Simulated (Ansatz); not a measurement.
## Al2O3: stress against strain

Al2O3 (corundum, R-3c, 8.562 Å³/atom at rest, c along z) under a strain ε along a direction in the basal plane (axis x), the other axes held. PBEsol in Ansatz, a plane-wave DFT program (PAW, default set), 420 eV, 8×8×8 Γ-centred mesh, Fermi-Dirac smearing 0.05 eV; ions are relaxed within the symmetry of each cell. Stress is positive for a compressed cell.

Here s stands for strain and y for stress xx.

| strain (%) | stress xx (GPa) |
|---|---|
| -1.50 | 7.23 |
| -0.75 | 3.56 |
| 0.00 | 0.00 |
| 0.75 | -3.43 |
| 1.50 | -6.75 |
| 3.00 | ? |

Q: Fit y against s with a straight line, and predict the withheld value at s = 3.00.

A: Means: s 0, y 0.122. About the means, the sum of products is -26.213 and the sum of squares of s is 5.6250; the slope is their ratio. Least squares gives y = 0.122 - 4.6600·s. Residuals (row less fit): 0.118, -0.057, -0.122, -0.057, 0.118; standard error 0.128 (degrees of freedom: 3). The slope gives the elastic constant C11 = 466 ± 5 GPa. At the withheld row, y = 0.122 - 4.6600 × 3.00 = -13.858 GPa. The calculation gives -13.01 GPa, 0.848 GPa above the prediction (4.2 % of the range of y in the table). The row lies outside the fitted rows, so this is an extrapolation. From the scatter of the fitted rows alone, a prediction at this place has a standard error of 0.214 GPa, so the miss is 4.0 times that.

One order more, fitted to all 9 runs of the series, follows each within 0.01, so the miss is the next term of a smooth law. Rows are the converged runs of the series near zero and its far end; series whose fitted rows scatter by over a few per cent of the range, as at a crossing or softening among them, aren't shown in this form. Most that stay on the fit to the last digits aren't either.
